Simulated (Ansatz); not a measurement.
TiO2: pressure series

The parent structure is TiO₂ in the anatase structure (space group I4_1/amd, No. 141; a = 3.7988 Å, c = 9.7008 Å).

Cell and atoms are relaxed at each pressure.

Method: PBE (Ansatz, an electronic-structure program; PAW; 420 eV plane waves; without spin-orbit coupling).

```json
[
 {"P (GPa)": "-2.00", "V (Å³/atom)": "11.803"},
 {"P (GPa)": "-1.00", "V (Å³/atom)": "11.734"},
 {"P (GPa)": "0.29", "V (Å³/atom)": "11.647"},
 {"P (GPa)": "0.70", "V (Å³/atom)": "11.619"},
 {"P (GPa)": "1.50", "V (Å³/atom)": "11.567"},
 {"P (GPa)": "3.00", "V (Å³/atom)": "11.470"},
 {"P (GPa)": "5.00", "V (Å³/atom)": "11.345"},
 {"P (GPa)": "7.50", "V (Å³/atom)": "11.194"},
 {"P (GPa)": "10.00", "V (Å³/atom)": "11.049"}
]
```

Problem. Fit a third-order Birch–Murnaghan equation of state.

Solution. Least squares on P(V) = (3B₀/2)[(V₀/V)^(7/3) − (V₀/V)^(5/3)]·[1 + (3/4)(B₀′ − 4)((V₀/V)^(2/3) − 1)] gives V₀ = 11.67 Å³/atom, B₀ = 174 GPa and B₀′ = 2.2.

Between the base and pressure 10 GPa the gap moves from 2.13 eV to 2.06 eV, a mean slope of -6.9 meV/GPa.

Load acts through the strain it causes; cell and atoms are relaxed under it. Whether these cells are dynamically stable was not tested. Competing high-pressure phases were not computed. All final runs are without spin polarisation.
